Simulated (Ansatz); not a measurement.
Cubic perovskite RbCdF3, treated with BLYP (plane waves, PAW; Ansatz, a program for electronic structure).

Run with plane-wave cutoff 520 eV, 8×8×8 k mesh, Fermi–Dirac smearing 0.01 eV, scalar-relativistic PAW data made under PBE.

Pressure at four volumes; x = ln(V/18.673 Å³). One pressure is withheld.

```tsv
V (Å³/atom)	x	P (GPa)
17.553	-0.0619	3.70
18.673	0.0000	0.02
19.420	0.0392	-1.81
19.793	0.0582	?
```

Q: Pass a parabola P(x) through the three rows shown, estimate the bulk modulus and its pressure derivative near zero pressure, and predict the withheld pressure.

A: Slopes between the rows: (0.02 − (3.70))/(0.0000 − (-0.0619)) = -59.45 and (-1.81 − (0.02))/(0.0392 − (0.0000)) = -46.68 GPa. Their difference over the span 0.1011 is c = 12.77/0.1011 = 126.3 GPa, so P(x) = 3.70 + (-59.45)(x − (-0.0619)) + 126.3 (x − (-0.0619))(x − (0.0000)). At the middle row B = −dP/dx = −[-59.45 + 126.3 × 0.0619] = 51.6 GPa, and B′ = dB/dP = 2c/B = 4.9. At x = 0.0582 the parabola gives -2.56 GPa; the run gives -2.57 GPa. The Birch–Murnaghan fit to the energies at all volumes has B0 = 51.2 GPa and B′ = 4.9.

Note: the relaxation could not lower the start's symmetry, so the cell can be a saddle point above a distorted one.
